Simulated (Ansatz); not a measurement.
A short convergence ladder for Ti₃In (P6_3/mmc, 8 atoms in the cell)

```
CELL_PARAMETERS angstrom
      5.92065     0.00000     0.00000
     -2.96032     5.12743     0.00000
      0.00000     0.00000     4.78828
ATOMIC_POSITIONS crystal
  Ti 0.16521 0.33042 0.25000
  Ti 0.83479 0.66958 0.75000
  Ti 0.83479 0.16521 0.75000
  Ti 0.16521 0.83479 0.25000
  Ti 0.66958 0.83479 0.25000
  Ti 0.33042 0.16521 0.75000
  In 0.33333 0.66667 0.75000
  In 0.66667 0.33333 0.25000
```

Base method: LDA (PW92), default PAW files made with PBE (plane waves; Ansatz, a quantum-chemistry and plane-wave program).

Base settings: basis.ecutwfc = 420 eV; kpoints.mp_grid.grid = 5 5 5; hamiltonian.xc = lda; hamiltonian.pseudopotentials = {kind: paw} (the program's default PAW files); scf.occupations.method = fermi_dirac; scf.occupations.width = 0.1 eV.

**Zone-centre phonons against the cutoff**

In this ladder: phonons.method = dfpt.

The mesh stays at the base's, so the ladder's end is converged at best in this setting alone.

Frequencies are those of the unrelaxed cell, without the LO-TO term of polar crystals.

Only quantities that move along the ladder and can be compared are tabulated.

```tsv
basis.ecutwfc	highest zone-centre frequency (cm⁻¹)	lowest optical frequency (cm⁻¹)
210 eV	330.0	82.9
295 eV	243.0	66.8
420 eV	245.8	73.9
630 eV	245.8	74.0
```

Coarsest basis.ecutwfc that holds the highest zone-centre frequency within 5 cm⁻¹ of the last step, with all finer ones: 295 eV; the step before is off by 84 cm⁻¹.

Coarsest basis.ecutwfc that holds the lowest optical frequency within 1 cm⁻¹ of the last step, with all finer ones: 420 eV; the step before is off by 7.1 cm⁻¹.

On the base run: the starting cell comes from a database of computed structures (which also holds hypothetical and non-ambient phases and stackings), without a prior relaxation at this level. Its lattice was rescaled by up to half a per cent. Spin polarisation is off. In the base run, with a pressure of about -8 GPa the cell is away from its equilibrium volume at this level.

Keys are those of Ansatz 0.2.
